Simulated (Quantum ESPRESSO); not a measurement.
Troubleshooting Quantum ESPRESSO: a failed run on Mg6GaSi (Amm2, 8 atoms in the cell). The aim is a self-consistent single point with DFT, LDA (PW92), plane waves, PseudoDojo standard norm-conserving (LDA) pseudopotentials.

Cell that was meant: a = 4.8367 Å, b = 6.2804 Å, c = 6.2804 Å, α = 62.68°, β = 90.00°, γ = 90.00°.

Part of the input:

```fortran
    ibrav = 0
    celldm(1) = 9.1399476401
    nat = 8
    ntyp = 4
    ecutwfc = 85
    occupations = 'smearing'
    smearing = 'fermi-dirac'
```

Output (repeated stretches shortened):

```
     This program is part of the open-source Quantum ESPRESSO suite
     for quantum simulation of materials; please cite

 %%%%%%%%%%%%%%%%%%%%%%%%%%%%%%%%%%%%%%%%%%%%%%%%%%%%%%%%%%%%%%%%%%%%%%%%%%%%%%
     Error in routine  card_atomic_species (5010):
     cannot read atomic specie from: ATOMIC_POSITIONS {crystal}
 %%%%%%%%%%%%%%%%%%%%%%%%%%%%%%%%%%%%%%%%%%%%%%%%%%%%%%%%%%%%%%%%%%%%%%%%%%%%%%

     stopping ...
```

Task: From the messages shown, name the fault and mend the input.

Result: The fault is a species count that does not match the list of species. The number of species decides how many lines of the species card are read. To fix it, make the count match the list. The program stopped before any SCF iteration.

An input that runs soundly differs in these lines (not the only fix; some lines may just follow from the change or write a value another way):
```diff
-    ntyp = 4
+    ntyp = 3
```

With that input, the run converged in 12 iterations: free energy E − TS -11872.2016 eV; Fermi level (on the code's own zero) 6.51 eV; pressure -3.80 GPa; largest force (vector length) 0.072 eV/Å (DFT, LDA (PW92), plane waves, PseudoDojo standard norm-conserving (LDA) pseudopotentials).

On the sound input: the starting cell comes from a database of computed structures (which also holds hypothetical and non-ambient phases and stackings), without a prior relaxation at this level. Its lattice was rescaled by a random factor within 2.5 % of one. With a pressure of about -4 GPa the cell is away from its equilibrium volume at this level. Without a gap this mesh is coarse (it stands for a supercell whose shortest vector is 19 Å).
